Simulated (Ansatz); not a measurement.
Consider Zr in the hcp (Mg type) structure (space group P6_3/mmc, No. 194; a = 3.244 Å, c = 5.158 Å; relaxed with 0.1 eV smearing).

The values are results of r2SCAN/PAW in Ansatz (a quantum-chemistry and plane-wave program), no SOC, not measurements.

Before the change:

The pressure is 0.0 GPa and the band gap is zero.

Perturbation: an isotropic linear strain of −2.00 %, atoms relaxed at fixed cell.

Question: What happens to the energy relative to the base, pressure and band gap?

Answer: The energy goes up by 26 meV/atom; the pressure (mean of the normal stresses, compression positive) goes from zero to 6.3 GPa; the band gap stays zero.

Stability against distortions was not tested. All final runs are without spin polarisation.
